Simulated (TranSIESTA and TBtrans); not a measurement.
Run with TranSIESTA and TBtrans (open boundaries, self-consistent; PseudoDojo norm-conserving potentials, scalar-relativistic): Spin polarized, PAO.BasisSize DZP, PAO.EnergyShift 0.15 eV, XC.Authors PBE, Mesh.Cutoff 200 Ry, ElectronicTemperature 300 K, TS.Voltage 0.0 eV, TBT.Elecs.Eta 0.001 eV.

Device: In chain with one O atom inserted. Leads: straight In chain, spacing 2.755 Å. Geometry: 3 atoms about the centre moved by SIESTA (PBE, DZP) to a largest force of 0.01 eV/Å, all others as built, motion along the axis alone.

### Question
Predict: conductance at 300 K (G0 = 2e²/h); thermopower (μV/K); mean T from −0.5 to 0.5 eV.

### Answer
conductance at 300 K (G0 = 2e²/h): 0.93; thermopower (μV/K): -2.5; mean T from −0.5 to 0.5 eV: 0.77. Moments were seeded on the central atoms alone, and one start was tried. The straight chain is held at its spacing; free chains may zigzag or dimerise.
